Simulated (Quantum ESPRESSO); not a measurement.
Checking a run of Quantum ESPRESSO on HgTe (F-43m, 2 atoms in the cell). The aim is a self-consistent single point with DFT, PBE, plane waves, GBRV 1.5 ultrasoft (PBE) pseudopotentials.

Cell that was meant: a = 4.7039 Å, b = 4.7039 Å, c = 4.7039 Å, α = 60.00°, β = 60.00°, γ = 60.00°.

Part of the input:

```fortran
    occupations = 'smearing',
    smearing = 'marzari-vanderbilt',
    degauss = 0.0036749,
    tot_charge = 1,
/
&ELECTRONS
    conv_thr = 1.0d-10,
```

Log, with long lists cut:

```
     Message from routine setup:
     using ibrav=0 with symmetry is DISCOURAGED, use correct ibrav instead
     G-vector sticks info
   [... lines left out ...]
        k(    1) = (   0.0000000   0.0000000   0.0000000), wk =   0.0015026
        k(    2) = (   0.0642824   0.0642824  -0.0642824), wk =   0.0120210
        k(    3) = (   0.1285649   0.1285649  -0.1285649), wk =   0.0120210
   [... 53 lines left out ...]

     Dense  grid:    23589 G-vectors     FFT dimensions: (  45,  45,  45)

     Smooth grid:    16889 G-vectors     FFT dimensions: (  36,  36,  36)

     Initial potential from superposition of free atoms

     starting charge      17.9997, renormalised to      17.0000
     Self-consistent Calculation

     iteration #  1     ecut=    40.00 Ry     beta= 0.40

     total energy              =    -134.47380398 Ry
     estimated scf accuracy    <       0.45395332 Ry

     iteration #  2     ecut=    40.00 Ry     beta= 0.40

     total energy              =    -134.60556003 Ry
     estimated scf accuracy    <       0.03259692 Ry

     iteration #  3     ecut=    40.00 Ry     beta= 0.40

     total energy              =    -134.61042939 Ry
     estimated scf accuracy    <       0.00182986 Ry

   [... 5 blocks of this kind left out ...]

     iteration #  9     ecut=    40.00 Ry     beta= 0.40

     total energy              =    -134.61078303 Ry
     estimated scf accuracy    <          6.6E-09 Ry

     iteration # 10     ecut=    40.00 Ry     beta= 0.40
     End of self-consistent calculation

     the Fermi energy is     3.8131 ev

!    total energy              =    -134.61078304 Ry
     estimated scf accuracy    <          4.3E-11 Ry
     smearing contrib. (-TS)   =      -0.00002393 Ry
     internal energy E=F+TS    =    -134.61075910 Ry

     convergence has been achieved in  10 iterations

     Forces acting on atoms (cartesian axes, Ry/au):

     atom    1 type  1   force =     0.00000000    0.00000000    0.00000000
     atom    2 type  2   force =    -0.00000000   -0.00000000   -0.00000000

     Total force =     0.000000     Total SCF correction =     0.000000

          total   stress  (Ry/bohr**3)                   (kbar)     P=     -240.82
  -0.00163707   0.00000000  -0.00000000         -240.82        0.00       -0.00
   0.00000000  -0.00163707   0.00000000            0.00     -240.82        0.00
  -0.00000000   0.00000000  -0.00163707           -0.00        0.00     -240.82

   JOB DONE.
```

Task: Is anything amiss in this input, and did it matter?

Result: The run is not sound. The fault is an unintended net charge. A charged periodic cell changes the electron count and is neutralised by a uniform background, so energy, forces and pressure belong to another system. To fix it, remove the charge. The run converged in 10 iterations without an error; against the sound input the pressure goes from 0.19 to -24.08 GPa.

The sound input it was made from differs as follows (other fixes are possible):
```diff
-    tot_charge = 1,
```

With that input, the run converged in 11 iterations: free energy E − TS -1827.2442 eV; Fermi level (on the code's own zero) 5.01 eV; pressure 0.19 GPa (DFT, PBE, plane waves, GBRV 1.5 ultrasoft (PBE) pseudopotentials).

On the sound input: the starting cell comes from a database of computed structures (which also holds hypothetical and non-ambient phases and stackings), without a prior relaxation at this level. Its lattice was rescaled by a random factor within 2.5 % of one. The run gives no clean gap (levels at the Fermi energy touch, overlap or are partly filled at this smearing), which alone does not show that the compound is a metal.
